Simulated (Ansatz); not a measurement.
A user runs Ansatz (a program for electronic structure) on Yb (Pm-3n, 8 atoms in the cell) and asks whether the run is sound. The aim is a self-consistent single point with DFT, PBE, plane waves, default PAW files.

Cell that was meant: a = 6.9628 Å, b = 6.9628 Å, c = 6.9628 Å, α = 90.00°, β = 90.00°, γ = 90.00°.

Part of the input:

Ansatz 0.2 input:
```yaml
basis:
  ecutwfc: 420.0
kpoints:
  mp_grid: { grid: [1, 1, 1] }
hamiltonian:
  xc: pbe
  pseudopotentials: { kind: paw }
```

Output, abridged:

```
   [... lines left out ...]
Bands: 120, of which v1, the nominal top of the filled ones, is band 96 counted from 1 (95 counted from 0)
Symmetry: 1 space group operations
k-points: 1
Initial density: superposition of atomic densities (chi_scale 0.1, normalization cell)
Starting moments: Σ|m| = 8 μB on 8 of 8 sites
Initial wavefunctions: pseudopotential atomic-orbital guess
Eigensolver: davidson
Functional: x = pbe(κ = 0.804, μ = 0.2195149727645171), c = pbe(β = 0.06672455060314922)
iter 1 solved again at ethr=2.44e-4 eV; its pass at ethr=3.10e-3 eV (dr2=4.68e-1 eV) is discarded
SCF iter   1: F=—  HF=-110355.981070 eV  |F-HF|=—  |Δ(HF+E_count)|=         —  Δρ=2.08e-2 (↑2.08e-2 ↓1.74e-2)  dr2=4.72e-1  dr2_m=1.07e0  M=4.347 μB ∫|m|=4.347 μB  β_m=0.30  ethr=2.44e-4  ⟨swp⟩=2.0  Hψ=1238  notcnv=0
Mixer restart at iter 1: flushing history
all-band conjugate gradients solve this SCF's bands
preconditioner: auto → Kerker (q_TF=auto, 2.483 Å⁻¹)
   [... lines left out ...]
SCF iter  21: F=—  HF=-110357.206784 eV  |F-HF|=—  |Δ(HF+E_count)|=   9.81e-9  Δρ=3.60e-6 (↑3.60e-6 ↓2.21e-6)  dr2=1.24e-7  dr2_m=1.77e-9  M=2.065 μB ∫|m|=2.489 μB  β_m=0.43  ethr=1.22e-12  ⟨swp⟩=3.0  Hψ=637  notcnv=0
SCF iter  22: F=-110357.206783 eV  HF=-110357.206784 eV  |F-HF|=6.83e-8  |Δ(HF+E_count)|=   3.09e-9  Δρ=2.39e-6 (↑2.39e-6 ↓1.47e-6)  dr2=5.49e-8  dr2_m=7.91e-10  M=2.065 μB ∫|m|=2.489 μB  ethr=1.22e-12  ⟨swp⟩=10.0  Hψ=1060  notcnv=0
SCF 1 converged in 22 iterations: F = -110357.206783 eV  dr2 = 5.49e-8
no probe read this state for a lower one beside it …
Magnetization: 2.0654 μB (97.0327 up, 94.9673 down)
Absolute magnetization: 2.5586 μB (∫|ρ↑−ρ↓|, with the PAW one-centre terms)
Spin contamination: 0.1483 ħ² per cell (⟨S²⟩ above its minimum at these occupations)
   [... lines left out ...]
Free energy (F): -110357.206783 eV
Fermi energy:    8.930084 eV
   [... lines left out ...]
  atom   8  Yb    -0.00000010    -0.00000026    -0.00000058
--- Stress (GPa, compression-positive) ---
       -1.132117       0.000000      -0.000000
        0.000000      -1.132117      -0.000000
       -0.000000      -0.000000      -1.132116
  P = ⅓ Tr σ = -1.1321 GPa (-11.321 kbar)
  The stress holds the Pulay correction. Without it, at fixed plane waves, as pw.x and ABINIT print it: P = -1.1776 GPa
```

Question: Can these results be used? Check the input.

Answer: The run is not sound. The fault is a single k-point for a small metallic cell. One k-point cannot sample the Fermi surface of a small cell. To fix it, use a converged k-point mesh. The run converged in 22 iterations without an error; against the sound input the free energy rises by 320 meV/atom, the pressure goes from -2.06 to -1.13 GPa and the size of the net moment goes from 0.00 to 0.26 μB/atom.

The sound input it was made from differs as follows (other fixes are possible):
```diff
-  mp_grid: { grid: [1, 1, 1] }
+  mp_grid: { grid: [3, 3, 3] }
```

With that input, the run converged in 16 iterations: free energy E − TS (on the zero of these files) -110359.7698 eV; Fermi level (on the code's own zero) 8.84 eV; pressure -2.06 GPa; size of the cell's spin moment 0.00 μB (DFT, PBE, plane waves, default PAW files).

On the sound input: the starting cell was generated: these elements placed on a structure prototype, without a prior relaxation; it need not be a known phase or ordering of this composition. Spin-orbit coupling is off. The starting moments vanished: the run ended non-magnetic, which need not be the lowest state. The program warned that a starting moment was not kept. Ansatz's pressure includes its estimate of the finite-basis (Pulay) stress.
